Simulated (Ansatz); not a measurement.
## Response to strain in Ta

Base system: Ta in the bcc (W type) structure (space group Im-3m, No. 229; a = 3.3061 Å; relaxed with 0.1 eV smearing). Axes: x, y, z lie along the cube axes.

Strains are applied to the cell and any free atomic positions relax; under biaxial strain the out-of-plane vector relaxes too.

Calculations: DFT with r2SCAN, PAW potentials and a 500 eV plane-wave cutoff in Ansatz (a program for electronic structure), no SOC.

Notes on the quantities. in-plane stress: mean in-plane stress (compression positive); energy relative to the base: free energy F.

```csv
variant,in-plane stress,shortest interatomic distance,out-of-plane strain,energy relative to the base
base,–,2.863 Å,–,0 meV/atom
"biaxial strain −3.00 %, plane normal [001], relaxed out of plane",+7.8 GPa,2.845 Å,+3.90 %,+26 meV/atom
"biaxial strain −2.50 %, plane normal [001], relaxed out of plane",+6.5 GPa,2.847 Å,+3.20 %,+18 meV/atom
"biaxial strain −2.00 %, plane normal [001], relaxed out of plane",+5.1 GPa,2.850 Å,+2.52 %,+11 meV/atom
"biaxial strain −1.50 %, plane normal [001], relaxed out of plane",+3.8 GPa,2.853 Å,+1.87 %,+6.3 meV/atom
"biaxial strain −1.00 %, plane normal [001], relaxed out of plane",+2.5 GPa,2.856 Å,+1.24 %,+2.7 meV/atom
"biaxial strain −0.50 %, plane normal [001], relaxed out of plane",+1.2 GPa,2.859 Å,+0.61 %,+0.7 meV/atom
```

Stability against distortions was not tested. The final runs are not spin-polarised.
